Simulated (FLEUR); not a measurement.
## Input and output of a self-consistent single point for CaMg7 (P-6m2, 8 atoms in the cell) (FLEUR)

Computed with FLEUR with PBEsol, all-electron FLAPW (FLEUR), scalar-relativistic valence.

The input file:

Input of the input generator:

```
CaMg7 crystal
&input film=f /
12.8312237087 0.0000003958 0.0000000000
-6.4156121972 11.1121654955 0.0000000000
0.0000000000 0.0000000000 10.1479653495
1.0
1.0 1.0 1.0

8
20 0.0000000417 -0.0000000417 0.5000000000
12 0.0046300417 0.5023149583 0.5000000000
12 0.4976850417 0.9953699583 0.5000000000
12 0.4976850417 0.5023149583 0.5000000000
12 0.1702000417 0.3403999583 0.0000000000
12 0.1702000417 0.8297999583 0.0000000000
12 0.6596000417 0.8297999583 0.0000000000
12 0.6666667083 0.3333332917 0.0000000000

&comp jspins=1 /
&exco xctyp='PBEs' /
&kpt div1=4 div2=4 div3=5 gamma=t /
&end /
```

```xml
<?xml version="1.0" encoding="UTF-8" standalone="no"?>
<fleurInput fleurInputVersion="0.39">
   <comment>
      CaMg7 crystal                                                                                       
   </comment>
   <calculationSetup>
      <cutoffs Kmax="3.8" Gmax="15.2" GmaxXC="15.2" numbands="0"/>
      <scfLoop itmax="60" minDistance="0.00001" maxIterBroyd="99" imix="Anderson" alpha="0.05" precondParam="0.0" spinf="2.0"/>
      <coreElectrons ctail="T" frcor="F" kcrel="0" coretail_lmax="0"/>
      <xcFunctional name="PBEs" relativisticCorrections="F"/>
      <magnetism jspins="1"/>
      <soc l_soc="F" theta="0.0" phi="0.0" spav="F"/>
      <expertModes spex="0" secvar="F"/>
      <geometryOptimization l_f="T" forcealpha="1.0" forcemix="BFGS" epsdisp="0.00001" epsforce="0.00001"/>
      <ldaU l_linMix="F" mixParam="0.05" spinf="1.0"/>
   </calculationSetup>
   <cell>
      <bzIntegration valenceElectrons="80.0" mode="hist" fermiSmearingEnergy="0.00367493">
         <kPointListSelection listName="default-1"/>
         <!-- k-points included here -->
         <xi:include xmlns:xi="http://www.w3.org/2001/XInclude" href="kpts.xml"> </xi:include>
      </bzIntegration>
      <!-- symmetry operations included here -->
      <xi:include xmlns:xi="http://www.w3.org/2001/XInclude" href="sym.xml"> </xi:include>
      <bulkLattice scale="1.0">
         <bravaisMatrix>
            <row-1>   12.8312237086999996     0.0000003958000000     0.0000000000000000</row-1>
            <row-2>   -6.4156121971999998    11.1121654954999993     0.0000000000000000</row-2>
            <row-3>    0.0000000000000000     0.0000000000000000    10.1479653494999997</row-3>
         </bravaisMatrix>
      </bulkLattice>
   </cell>
   <atomSpecies>
      <species name="Calcium (Ca)" element="Ca" atomicNumber="20">
         <mtSphere radius="2.68" gridPoints="925" logIncrement="0.013"/>
         <atomicCutoffs lmax="10" lnonsphr="8"/>
         <electronConfig flipSpins="F">
            <coreConfig>(1s1/2) (2s1/2) (2p1/2) (2p3/2)</coreConfig>
            <valenceConfig>(3s1/2) (3p1/2) (3p3/2) (4s1/2)</valenceConfig>
         </electronConfig>
         <energyParameters s="4" p="4" d="3" f="4"/>
         <lo type="SCLO" l="0" n="3" eDeriv="0"/>
         <lo type="SCLO" l="1" n="3" eDeriv="0"/>
      </species>
      <species name="Magnesium (Mg)" element="Mg" atomicNumber="12">
         <mtSphere radius="2.68" gridPoints="925" logIncrement="0.013"/>
         <atomicCutoffs lmax="10" lnonsphr="8"/>
         <electronConfig flipSpins="F">
            <coreConfig>(1s1/2)</coreConfig>
            <valenceConfig>(2s1/2) (2p1/2) (2p3/2) (3s1/2)</valenceConfig>
         </electronConfig>
         <energyParameters s="3" p="3" d="3" f="4"/>
         <lo type="SCLO" l="0" n="2" eDeriv="0"/>
         <lo type="SCLO" l="1" n="2" eDeriv="0"/>
      </species>
   </atomSpecies>
   <atomGroups>
      <atomGroup species="Calcium (Ca)">
         <relPos label="                   1">.0000000000 .0000000000 1.000/2.000</relPos>
         <force calculate="T" relaxXYZ="TTT"/>
      </atomGroup>
      <atomGroup species="Magnesium (Mg)">
         <relPos label="                   2">.0046300417 -.4976850417 1.000/2.000</relPos>
         <relPos label="                   3">.4976850417 -.0046300417 1.000/2.000</relPos>
         <force calculate="T" relaxXYZ="TTT"/>
      </atomGroup>
      <atomGroup species="Magnesium (Mg)">
         <relPos label="                   4">.4976850417 -.4976850417 1.000/2.000</relPos>
         <force calculate="T" relaxXYZ="TTT"/>
      </atomGroup>
      <atomGroup species="Magnesium (Mg)">
         <relPos label="                   5">.1702000417 .3403999583 .0000000000</relPos>
         <relPos label="                   7">-.3403999583 -.1702000417 .0000000000</relPos>
         <force calculate="T" relaxXYZ="TTT"/>
      </atomGroup>
      <atomGroup species="Magnesium (Mg)">
         <relPos label="                   6">.1702000417 -.1702000417 .0000000000</relPos>
         <force calculate="T" relaxXYZ="TTT"/>
      </atomGroup>
      <atomGroup species="Magnesium (Mg)">
         <relPos label="                   8">-1.000/3.000 1.000/3.000 .0000000000</relPos>
         <force calculate="T" relaxXYZ="TTT"/>
      </atomGroup>
   </atomGroups>
   <output dos="F" band="F" slice="F">
      <checks vchk="F" cdinf="F"/>
      <bandDOS minEnergy="-.5*Htr" maxEnergy="0.5*Htr" sigma="0.015" storeEVData="T"/>
      <vacuumDOS vacdos="F" integ="F" star="F" nstars="0" locx1="0.0" locy1="0.0" locx2="0.0" locy2="0.0" nstm="0" tworkf="0.0"/>
      <unfoldingBand unfoldBand="F" supercellX="1" supercellY="1" supercellZ="1"/>
      <plotting iplot="0" polar="F">
         <plot TwoD="T" vec1="  1.0  0.0  0.0" vec2="  0.0  1.0  0.0" vec3="  0.0  0.0  1.0" zero="  0.0  0.0  0.0" file="plot"/>
      </plotting>
      <chargeDensitySlicing numkpt="0" minEigenval="0.0" maxEigenval="0.0" nnne="0" pallst="F"/>
      <specialOutput eonly="F"/>
      <magneticCircularDichroism mcd="F" energyLo="-10.0" energyUp="0.0"/>
   </output>
  <!-- We include the file relax.xml here to enable relaxations (see documentation) -->
  <xi:include xmlns:xi="http://www.w3.org/2001/XInclude" href="relax.xml"> <xi:fallback/> </xi:include>
</fleurInput>
```

The program printed (abridged):

```
      Welcome to FLEUR        (www.flapw.de)
      MaX-Release 8.1          (www.max-centre.eu)

 ========== k-point set info ==========
 Selected k-point list: default-1
 k-point list type: mesh
 4 x 4 x 5
 Number of k points: 21

 ------------Calculation Setup---------------------------
           1           3           7          21
 Number of basis functions:         1410
 Iteration:     1   Distance:       2.70572979 me/bohr^3
 Iteration:     2   Distance:       2.47753729 me/bohr^3
 Iteration:     3   Distance:       1.53236737 me/bohr^3
 Iteration:     4   Distance:       0.99113623 me/bohr^3
 Iteration:     5   Distance:       0.31362601 me/bohr^3
 Iteration:     6   Distance:       0.11113246 me/bohr^3
   [... 6 lines left out ...]
 Iteration:    13   Distance:       0.00067340 me/bohr^3
 Iteration:    14   Distance:       0.00016198 me/bohr^3
 Iteration:    15   Distance:       0.00010482 me/bohr^3
 Iteration:    16   Distance:       0.00001444 me/bohr^3
 Iteration:    17   Distance:       0.00000283 me/bohr^3
 Reset of history
 Run finished successfully
 Stop message:
   Structural relaxation: new displacements generated

[file out, last iteration]
             iter=     18
          p o t e n t i a l   g e n e r a t o r
[...]
          integral of pseudo charge density inside the slab=        0.000000   0.000000
     coulomb potential in the interstitial region:
          density-coulomb potential integrals
          total density-coulomb potenti    -3031.7830102022
          density-effective potential integrals for spin  1
          total density-effective poten   -3.2236926318E+03
          charge density-energy density integrals
          total charge density-energy d   -1.4715014200E+02
 Updated energy parameters for spin:           1
  Atom    1 4s branch from -1.37 to  1.71 htr. ; e_l =  0.1034
  Atom    1 4p branch from -0.64 to  2.14 htr. ; e_l =  0.2091
  Atom    1 3d branch from -9.99 to  0.47 htr. ; e_l =  0.2103
  Atom    1 4f branch from -9.99 to  2.36 htr. ; e_l =  0.4719
  Atom    1 3s branch from-14.87 to -1.37 htr. ; e_l(l -1.3989
  Atom    1 3p branch from-11.95 to -0.64 htr. ; e_l(l -0.7047
  Atom    2 3s branch from -2.67 to  0.89 htr. ; e_l =  0.0562
  Atom    2 3p branch from -1.45 to  1.25 htr. ; e_l =  0.1932
  Atom    2 3d branch from -9.99 to  1.53 htr. ; e_l =  0.3559
  Atom    2 4f branch from -9.99 to  2.85 htr. ; e_l =  0.5236
  Atom    2 2s branch from-45.92 to -2.67 htr. ; e_l(l -2.6679
  Atom    2 2p branch from -9.99 to -1.45 htr. ; e_l(l -1.4532
  Atom    3 3s branch from -2.67 to  0.89 htr. ; e_l =  0.0562
  Atom    3 3p branch from -1.45 to  1.25 htr. ; e_l =  0.1932
  Atom    3 3d branch from -9.99 to  1.53 htr. ; e_l =  0.3559
  Atom    3 4f branch from -9.99 to  2.85 htr. ; e_l =  0.5236
  Atom    3 2s branch from-45.92 to -2.67 htr. ; e_l(l -2.6679
  Atom    3 2p branch from -9.99 to -1.45 htr. ; e_l(l -1.4532
  Atom    4 3s branch from -2.67 to  0.89 htr. ; e_l =  0.0551
  Atom    4 3p branch from -1.45 to  1.25 htr. ; e_l =  0.1921
  Atom    4 3d branch from -9.99 to  1.53 htr. ; e_l =  0.3549
  Atom    4 4f branch from -9.99 to  2.85 htr. ; e_l =  0.5225
   [... lines left out ...]
          first approx. to ef    (T=0)  :   0.114075 htr   (energy of the highest occ. eigenvalue)
FERHIS:  Fermi-Energy by histogram:
          bandgap                     :   0.000000 htr
          charge neutrality (T=0)     :   0.025000    (zero if the highest occ. eigenvalue is "entirely" occupied)
     EF_NEWTON:  Adjust Fermi-Energy by Newton-Method.
 Direct bandgap for spin            1 :    4.4890292614834376E-003  Htr
   [... lines left out ...]
          el.-nucl. inter. diff. m.t.        238.2262459079
          Madelung term for atom type:        -3.2058630338
          el.-nucl. inter. diff. m.t.        238.0176472512
          Madelung term for atom type:        -3.3454080621
 ---->    total energy=                    -2078.8673532484 htr
 ---->    (input%tkb*entropy) TS=              0.0042897393 htr
 ---->    free energy=                     -2078.8716429877 htr
      extrapolation for T->0
 ---->    total electron energy=           -2078.8694981180 htr
 ***** TOTAL FORCES ON ATOMS *****
 TOTAL FORCE FOR ATOM TYPE=  1  X=  0.000   Y=  0.000   Z=  5.074
                       FX_TOT= 0.000000 FY_TOT= 0.000000 FZ_TOT= 0.000000
 TOTAL FORCE FOR ATOM TYPE=  2  X=  3.252   Y= -5.530   Z=  5.074
                       FX_TOT= 0.000444 FY_TOT= 0.000256 FZ_TOT= 0.000000
 TOTAL FORCE FOR ATOM TYPE=  3  X=  9.579   Y= -5.530   Z=  5.074
                       FX_TOT=-0.000444 FY_TOT= 0.000256 FZ_TOT= 0.000000
 TOTAL FORCE FOR ATOM TYPE=  4  X=  0.000   Y=  3.783   Z=  0.000
                       FX_TOT= 0.000000 FY_TOT= 0.001933 FZ_TOT= 0.000000
 TOTAL FORCE FOR ATOM TYPE=  5  X=  3.276   Y= -1.891   Z=  0.000
                       FX_TOT= 0.001674 FY_TOT=-0.000966 FZ_TOT= 0.000000
 TOTAL FORCE FOR ATOM TYPE=  6  X= -6.416   Y=  3.704   Z=  0.000
                       FX_TOT= 0.000000 FY_TOT= 0.000000 FZ_TOT= 0.000000
```

The run converged in 17 iterations. FLEUR gives forces in its relaxation mode, with a further iteration, so its stop message speaks of a relaxation.

The starting cell comes from a database of computed structures (which also holds hypothetical and non-ambient phases and stackings), without a prior relaxation at this level. Its lattice was rescaled by a random factor within 2.5 % of one. Values depend on the basis (sphere radii, cutoffs, local orbitals), which need not be converged. The log's line on a gap gives a spacing of levels on this mesh, which the program prints for metals too.

Cost on one core of a shared machine: roughly 10 min.
